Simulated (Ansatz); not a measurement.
Band structure of CaTiF5 (C2/c, 14 atoms in the cell).

```
CELL_PARAMETERS angstrom
      4.53477    -3.30700     0.00000
      4.53477     3.30700     0.00000
     -3.25477     0.00000     6.97387
ATOMIC_POSITIONS crystal
  Ti 0.00000 0.00000 0.00000
  Ti 0.00000 0.00000 0.50000
  F  0.90960 0.09040 0.25000
  F  0.09040 0.90960 0.75000
  F  0.68960 0.28820 0.53090
  F  0.71180 0.31040 0.96910
  F  0.31040 0.71180 0.46910
  F  0.28820 0.68960 0.03090
  F  0.20830 0.24950 0.61820
  F  0.75050 0.79170 0.88180
  F  0.79170 0.75050 0.38180
  F  0.24950 0.20830 0.11820
  Ca 0.54180 0.45820 0.25000
  Ca 0.45820 0.54180 0.75000
```

Computed with r2SCAN, default PAW files made with PBE (plane waves; Ansatz, an electronic-structure program).

Settings: basis.ecutwfc = 36.7 Ry; kpoints.mp_grid.grid = 3 3 3; hamiltonian.xc = r2scan; hamiltonian.pseudopotentials = {kind: paw} (the program's default PAW files); scf.occupations.method = cold; scf.occupations.width = 0.02 Ry; kpoints.band_path.npoints = 10.

The starting cell comes from a database of published, mostly measured structures (it also holds non-ambient and calculated ones), without a prior relaxation at this level. Spin polarisation is off, so a magnetic state, if there is one, cannot be reached. The cutoff lies below the one recommended for these files.

Levels in eV from the Fermi level, bands 54 to 61:
| point | 54 | 55 | 56 | 57 | 58 | 59 | 60 | 61 |
|---|---|---|---|---|---|---|---|---|
| Γ | -6.74 | -6.54 | -6.39 | -0.10 | 0.01 | 0.09 | 0.34 | 0.42 |
| Y | -6.86 | -6.80 | -6.56 | -0.10 | 0.00 | 0.06 | 0.38 | 0.43 |
| F | -6.79 | -6.75 | -6.58 | -0.09 | 0.02 | 0.07 | 0.38 | 0.42 |
| L | -6.91 | -6.69 | -6.69 | 0.03 | 0.03 | 0.28 | 0.28 | 0.41 |
| I | -6.89 | -6.66 | -6.66 | 0.03 | 0.03 | 0.28 | 0.28 | 0.38 |

Bands cross the Fermi level along this path, so the cell is metallic at this level.

Keys are those of Ansatz 0.2.
